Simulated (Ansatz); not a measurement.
The cell is made up: elements placed on another compound's structure type, so the phase may be hypothetical.

The decay constant κ of evanescent states in the gap governs leakage through a thin film.

Given:

```yaml
crystal:
  lattice:
    - [3.94999, 0.00000, 0.00000]
    - [0.00000, 9.43917, 1.55145]
    - [-1.97499, 0.34042, 3.48320]
  atoms:
    - { symbol: In, position: [0.06760, 0.58007, 0.13520] }
    - { symbol: In, position: [0.89249, 0.17019, 0.78498] }
    - { symbol: Se, position: [0.41645, 0.37532, 0.83290] }
    - { symbol: Se, position: [0.68888, 0.72389, 0.37777] }
    - { symbol: Se, position: [0.26790, 0.02555, 0.53581] }
```

Space group of this cell: Cm. The cell was relaxed by PBE-D3(BJ).

Transport runs along the normal of the first two printed cell vectors.

The gap is the functional's own. No spin-orbit coupling. Mid-gap values are interpolated on the energy grid.

### Question
Estimate the band gap and the smallest decay constant κ at mid-gap that r2SCAN (Ansatz, an electronic-structure program) returns for this system.

### Answer
Gap 0.64 eV on a 10×4×10 mesh; κ = 0.111 1/Å, at the zone centre.
